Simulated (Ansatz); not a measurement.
Base system: TiAl (space group P4/mmm, No. 123; a = 2.7963 Å, c = 4.0381 Å; relaxed with 0.1 eV smearing). Axes: x, y, z lie along a, b, c of the conventional cell.

All numbers come from PBEsol (Ansatz, an electronic-structure program), no spin-orbit coupling.

Before the change:

The shortest interatomic distance comes out as 2.796 Å.

It is then changed as follows: tensile biaxial strain of 3.00 % in the plane normal to [001], as in epitaxy on a mismatched substrate; the out-of-plane cell vector and the atoms relax.

Task: What does the calculation give for the out-of-plane strain and shortest interatomic distance after the change?

Result: The out-of-plane strain comes out as -3.48 %; the shortest interatomic distance goes up by 0.023 Å (2.796 Å → 2.819 Å).

No phonon test of stability was made. The final runs are not spin-polarised.
